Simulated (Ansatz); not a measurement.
# Ti on the (000-1) surface of 4H silicon carbide (H on every top atom; a constructed slab, bottom: 1 H on 1 bottom sites), one in a cell of 33 Å², started at the site 'bridge H-H (span 3.1 Å)'

Host crystal: 4H silicon carbide, with a band gap (PBE, scalar-relativistic without spin-orbit coupling).

All values below come from PBE (plane waves to 420 eV, PAW; Ansatz, a program for electronic structure).

Set-up: 41 atoms, 10.8 Å thick at the start with caps and adatoms under the adsorbate (thin: gaps and levels are the slab's own); mesh 4x4x1; 0.01 eV smearing; dipole correction on; 20 atoms held, the rest relaxed; start symmetry kept, larger cells not searched; spin-polarised, ending with about 3.9 μB a cell, a value that depends on the mesh; orders that need a larger cell were not tried, no spin-orbit, no U, no dispersion correction. The slab shows no gap over 0.04 eV on its mesh. At the end it is bonded to 3 C + 3 H + Si. In PBE it is, or lies within 0.03 eV of, the lowest of the starts that converged.

```json
{
 "adsorption energy against an atom of hcp Ti": "4.90 eV",
 "change_of_the_step_from_the_bottom_to_the_top_vacuum_level_against_the_clean_slab": "1.91 eV",
 "energy_released_by_relaxation": "0.30 eV",
 "height of the binding atom over the mean of the host atoms within 0.3 Å of the top one": "0.928 Å",
 "nearest_host_atoms_of_the_binding_atom": "H at 2.16 Å, H at 2.16 Å, H at 2.16 Å",
 "largest_move_of_a_host_atom": "0.18 Å",
 "note": "in the relaxation the adsorbate left its starting site by 0.9 Å",
 "cost": "around 40 core-minutes (rough)"
}
```

A negative adsorption energy means that the adsorbate is more stable on the surface than in its reference.
